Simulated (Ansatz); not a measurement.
Abridged Ansatz (a program for electronic structure) output:

```
Relaxation: its limit of steps is 50 (relax.max_steps)
Pseudopotential: Ti, paw, valence charge 12
Pseudopotential: O, paw, valence charge 6
Crystal: 6 atoms, lattice volume = 58.712 Å³
Basis set: ecut = 420 eV, 1161 PW (Γ), exchange–correlation on 60×60×40 points (8 copies of the dense FFT grid, shifted against one another)
Bands: 30, of which v1, the nominal top of the filled ones, is band 24 counted from 1 (23 counted from 0)
Symmetry: 16 space group operations
k-points: 60 of 539
Functional: x = slater, c = lda
SCF iter   1: F=—  HF=-7130.400920 eV  |F-HF|=—  |Δ(HF+E_count)|=         —  Δρ=2.22e-2  dr2=2.65e-1  ethr=1.77e-3  ⟨swp⟩=5.1  Hψ=7221  notcnv=0
SCF iter   2: F=—  HF=-7130.350520 eV  |F-HF|=—  |Δ(HF+E_count)|=   5.04e-2  Δρ=7.35e-3  dr2=3.20e-2  ethr=5.51e-4  ⟨swp⟩=2.0  Hψ=2582  notcnv=0  defer=58
SCF 1 converged in 7 iterations: F = -7130.344260 eV  dr2 = 7.80e-9
relax step   1: F+E_penalty+E_count = -7130.34425981 eV  Δ(F+E_penalty+E_count) = +0.000e0 eV  max|allowed force component| = 4.533e-2 eV/Å  Δτ_max = 0.0000 Å  P = +6.426 GPa  Ω = 58.712 Å³  fix = [a, b, gamma]  reactions: a +8.502, b +8.502 GPa  (7 SCF iters, dr2 threshold 1.00e-7 eV, accepted)
[... steps on the carried basis left out ...]
relax step   7: F+E_penalty+E_count = -7130.34602079 eV  Δ(F+E_penalty+E_count) = +4.100e-5 eV  max|allowed force component| = 4.099e-5 eV/Å  Δτ_max = 0.0000 Å  P = +5.094 GPa  Ω = 58.940 Å³  energy of the carried Pulay correction = -4.223e-5 eV  fix = [a, b, gamma]  reactions: a +7.639, b +7.639 GPa  (6 SCF iters, dr2 threshold 9.02e-9 eV, accepted)
Crystal: 6 atoms, lattice volume = 58.940 Å³
SCF iter   1: F=—  HF=-7130.346091 eV  |F-HF|=—  |Δ(HF+E_count)|=         —  Δρ=2.64e-6  dr2=5.91e-10  ethr=9.74e-9  ⟨swp⟩=3.1  Hψ=11963  notcnv=0
SCF iter   2: F=—  HF=-7130.346091 eV  |F-HF|=—  |Δ(HF+E_count)|=  7.90e-10  Δρ=1.32e-6  dr2=1.21e-10  ethr=1.23e-12  ⟨swp⟩=3.1  Hψ=3664  notcnv=0
SCF 8 converged in 8 iterations: F = -7130.346091 eV  dr2 = 7.51e-18
SCF converged after 8 iterations
Free energy (F): -7130.346091 eV
Internal energy: -7130.346091 eV  (E = F + TS)
E sigma→0 (E₀):  -7130.346091 eV
Fermi energy:    10.632775 eV
--- Forces (eV/Å), atoms counted from 1 ---
  atom   1  Ti     0.00000000    -0.00000000     0.00000000
  atom   2  Ti     0.00000000     0.00000000     0.00000000
  atom   3  O     -0.00004213    -0.00004213     0.00000000
  atom   4  O     -0.00004213     0.00004213     0.00000000
  atom   5  O      0.00004213    -0.00004213     0.00000000
  atom   6  O      0.00004213     0.00004213     0.00000000
--- Stress (GPa, compression-positive) ---
        7.639541       0.000000       0.000000
        0.000000       7.639541       0.000000
        0.000000       0.000000       0.003515
  P = ⅓ Tr σ = 5.0942 GPa (50.942 kbar)
--- Relaxed structure (6 steps of the walk, 6 accepted, 2 SCFs on fresh bases) ---
  cell:  # Å, volume = 58.9400 Å³
    - [4.4662338499, 0.0, 0.0]
    - [0.0, 4.4662338499, 0.0]
    - [0.0, 0.0, 2.954795047826955]
  atoms:
    - { symbol: Ti, position: [5.563143494307227e-21, 6.068883811971632e-21, 0.0] }
    - { symbol: Ti, position: [0.49999999999999994, 0.49999999999999994, 0.49999999999999994] }
    - { symbol: O, position: [0.30370506526760344, 0.30370506526760344, 0.0] }
    - { symbol: O, position: [0.8037050652676034, 0.19629493473239648, 0.49999999999999994] }
    - { symbol: O, position: [0.19629493473239648, 0.8037050652676034, 0.49999999999999994] }
    - { symbol: O, position: [0.6962949347323966, 0.6962949347323966, 0.0] }
```

**Question.** What was computed, and what are the main results?

**Answer.** TiO2, 6 atoms in the cell, with LDA in Ansatz (plane waves to 420 eV, PAW, no SOC). The last SCF converged to F = -7130.346091 eV, or -1188.3910 eV per atom, at a pressure of 5.09 GPa. The total energy compares only with runs of the same code, potentials and settings.

The cells carry an imposed strain or load. Whether these cells are dynamically stable was not tested. The final runs are not spin-polarised. The cell was made from TiO₂ in the rutile structure (space group P4_2/mnm, No. 136) by this change: biaxial strain −1.80 %, plane normal [001], relaxed out of plane.

Keys are those of Ansatz 0.2.
